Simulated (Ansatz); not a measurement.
**Hypothetical P6_422 GaN, response to strain**

Consider GaN (space group P6_422, No. 181; a = 3.1637 Å, c = 7.4394 Å; a hypothetical phase, not in the database extracts checked). Axes: x lies along a and z along c of the hexagonal cell.

Strains are applied to the cell and any free atomic positions relax.

Levels (all Ansatz, an electronic-structure program, PAW): PBE (420 eV, spin-orbit coupling left out); PBEsol (420 eV, without spin-orbit coupling).

The base cell above is that of PBE; each level relaxes its own structures.

Notes on the quantities. energy relative to the base: free energy F.

```json
[
 {"case": "isotropic strain +4.69 %", "energy relative to the base, PBE": "+103 meV/atom", "energy relative to the base, PBEsol": "___"},
 {"case": "uniaxial strain ε_xx = +5.06 %", "energy relative to the base, PBE": "+25 meV/atom", "energy relative to the base, PBEsol": "+26 meV/atom"},
 {"case": "uniaxial strain ε_zz = −2.09 %", "energy relative to the base, PBE": "+6.3 meV/atom", "energy relative to the base, PBEsol": "+6.6 meV/atom"},
 {"case": "tensor shear ε_yz = +0.85 %", "energy relative to the base, PBE": "+1.1 meV/atom", "energy relative to the base, PBEsol": "___"}
]
```

**Question.** What belongs in the blanks?

**Answer.** 
- isotropic strain +4.69 %, energy relative to the base, PBEsol: +110 meV/atom
- tensor shear ε_yz = +0.85 %, energy relative to the base, PBEsol: +1.2 meV/atom

The two levels differ by at most about 7.3 meV/atom. They put the cases in the same order.

Stability against distortions was not tested. The base started in P3_121 and relaxed to P6_422 at this level.
